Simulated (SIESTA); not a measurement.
Input and output of a self-consistent single point for CdCo₂N₂ (C2/m, 5 atoms in the cell) (SIESTA).

Method of the run: SIESTA 5.4.2 with LDA PW92, numerical atomic orbitals DZP, PseudoDojo LDA standard norm-conserving potentials (rewritten from UPF to PSML).

```xyz
5
Lattice="2.6551 -1.5321 0.0000 2.6551 1.5321 0.0000 -1.9131 0.0000 8.2997" Properties=species:S:1:pos:R:3 pbc="T T T"
Cd     1.6986     0.0000     4.1499
Co     1.7714     0.0000     0.8568
Co     1.6258     0.0000     7.4429
N     -0.1441     0.0000     7.0346
N      3.5412     0.0000     1.2651
```

Reference input (self-consistent single point, DFT, GGA PBEsol, numerical atomic orbitals DZP, PseudoDojo PBEsol standard norm-conserving potentials (rewritten from UPF to PSML)): XC.functional = GGA; XC.authors = PBEsol; potentials = PseudoDojo PBEsol standard; PAO.BasisSize = DZP; PAO.EnergyShift = 0.005 Ry; MeshCutoff = 400 Ry; kgrid.MonkhorstPack = 10 10 3; OccupationFunction = FD; ElectronicTemperature = 1160.45 K; MaxSCFIterations = 150; SCF.Mixer.Method = Pulay; SCF.Mixer.Weight = 0.25. This run's input differs from it in these lines:

```diff
@@ -1,2 +1,2 @@
-# files in the folder: Cd.psml Co.psml N.psml (PseudoDojo PBEsol standard)
+# files in the folder: Cd.psml Co.psml N.psml (PseudoDojo LDA standard)
 SystemName  Cd(CoN)2
@@ -26,4 +26,4 @@
 
-XC.functional                GGA
-XC.authors                   PBEsol
+XC.functional                LDA
+XC.authors                   PW92
 PAO.BasisSize                DZP
```

Log, with long lists cut:

```
        iscf     Eharris(eV)        E_KS(eV)     FreeEng(eV)     dDmax    Ef(eV) dHmax(eV)
   scf:    1   -13568.400963   -13625.419121   -13625.567108  1.370162 -3.298705 17.905084
   scf:    2   -13569.440616   -13627.986443   -13628.114281  0.759372 -5.272828 22.464193
   scf:    3   -13650.599806   -13647.383178   -13647.460442  0.830879 -4.192017  1.733419
   scf:    4   -13647.633452   -13647.629696   -13647.713680  0.050216 -4.246143  0.983387
   scf:    5   -13647.684899   -13647.677403   -13647.761742  0.056853 -4.355100  0.166877
   [... 4 lines left out ...]
   scf:   10   -13647.680896   -13647.680712   -13647.764580  0.001275 -4.357330  0.005548
   scf:   11   -13647.680601   -13647.680658   -13647.764581  0.000418 -4.358017  0.002785
   scf:   12   -13647.680700   -13647.680679   -13647.764581  0.000155 -4.357905  0.000185
   scf:   13   -13647.680678   -13647.680679   -13647.764581  0.000028 -4.357979  0.000040
SCF Convergence by DM+H criterion
max |DM_out - DM_in|         :     0.0000284649
max |H_out - H_in|      (eV) :     0.0000399111
SCF cycle converged after 13 iterations

Using DM_out to compute the final energy and forces

siesta: E_KS(eV) =           -13647.6807

siesta: E_KS - E_eggbox =    -13647.6807

siesta: Atomic forces (eV/Ang):
     1    0.000000    0.000000    0.000000
     2   -0.004669    0.000000   -0.278218
     3    0.004669   -0.000000    0.278216
     4    0.001288   -0.000000    0.259574
     5   -0.001288    0.000000   -0.259572
   Tot   -0.000000   -0.000000    0.000000
   Max    0.278218
   Res    0.138952    sqrt( Sum f_i^2 / 3N )
   Max    0.278218    constrained

Stress tensor Voigt[x,y,z,yz,xz,xy] (kbar):      122.05      122.29      108.38        0.00        0.34        0.00
   [... lines left out ...]
siesta: FreeEng =    -13647.764581
   [... lines left out ...]
siesta:     0.076176    0.000000    0.000213
siesta:     0.000000    0.076325    0.000000
siesta:     0.000213    0.000000    0.067643

siesta: Cell volume =         67.525658 Ang**3

siesta: Pressure (static):
siesta:                Solid            Molecule  Units
siesta:          -0.00079923         -0.00097797  Ry/Bohr**3
siesta:          -0.07338148         -0.08979282  eV/Ang**3
siesta:        -117.57009624       -143.86396176  kBar
```

The run converged in 13 iterations. Against the reference run the pressure goes from -7.00 to -11.76 GPa and the largest force goes from 0.222 to 0.278 eV/Å.

The starting cell comes from a database of computed structures (which also holds hypothetical and non-ambient phases and stackings), without a prior relaxation at this level. Spin polarisation is off, so a magnetic state, if there is one, cannot be reached. Values carry the incompleteness of an atom-centred basis. With a pressure of about -12 GPa the cell is away from its equilibrium volume at this level.

Cost on one core of a shared machine: roughly 50 s.
